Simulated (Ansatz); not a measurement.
Candidates (primitive cells; geometry: relaxed with this functional, without spin-orbit coupling):
A. AgZn (Pm-3m), a = 3.1160 Å, b = 3.1160 Å, c = 3.1160 Å, α = 90.00°, β = 90.00°, γ = 90.00°
B. TiC (Fm-3m), a = b = c = 3.0358 Å, α = β = γ = 60.00°
C. MgLa (Pm-3m), a = 3.909 Å, b = 3.909 Å, c = 3.909 Å, α = 90.00°, β = 90.00°, γ = 90.00°
D. YPb₃ (Pm-3m), a = 4.805 Å, b = 4.805 Å, c = 4.805 Å, α = 90.00°, β = 90.00°, γ = 90.00°
E. Al (Fm-3m), a = b = c = 2.836 Å, α = β = γ = 60.00°

Problem. Put the candidates in order of resistivity at 300 K, lowest first, for PBEsol, DFPT electron-phonon coupling, linearised Boltzmann equation run with Ansatz (a quantum-chemistry and plane-wave program).

Solution. E (2.3 μΩ·cm), A (5.4 μΩ·cm), B (12.5 μΩ·cm), D (24 μΩ·cm), C (41 μΩ·cm)

Metals; harmonic phonons alone scatter; means over directions. Halving the electron mesh moves these values by up to 7 %; q meshes are mostly untested. Some of the runs warned that the eigensolver left states short of its tolerance. Spin-orbit coupling is left out.

Formula and space group known from diffraction (Crystallography Open Database), not checked to be the room-temperature form: AgZn (Pm-3m), MgLa (Pm-3m), YPb3 (Pm-3m). The missing spin-orbit coupling matters most for YPb3 (Pm-3m).
